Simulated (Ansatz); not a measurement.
Relaxation of the outer planes of the (112) surface of tetragonal MoSi2 in its 1x1 cell (cut with top plane Si, bottom plane Si), outermost plane spacing 0.67 Å in the ideal cut (one of several cuts of this face), with 2 Si a cell over the bulk's ratio.

All values below come from PBE (plane waves to 420 eV, PAW; Ansatz, a first-principles code).

Model: 17-atom slab, Mo5Si12, 10.5 Å thick at the start, 8x8x1 mesh, Fermi-Dirac 0.1 eV, dipole correction, all atoms relaxed; start symmetry kept, larger cells not searched; no spin, no spin-orbit, no U.

```json
[
 {"plane": "1", "atoms": "Si", "bulk spacing to the next (Å)": "0.671", "relaxed spacing (Å)": "?", "change (%)": "?", "rumpling (Å)": "0.00"},
 {"plane": "2", "atoms": "Si", "bulk spacing to the next (Å)": "0.649", "relaxed spacing (Å)": "0.667", "change (%)": "2.6", "rumpling (Å)": "0.00"}
]
```

Question: Some entries are withheld; supply them.

Answer: 
- 1, relaxed spacing (Å): 0.483
- 1, change (%): -28.0
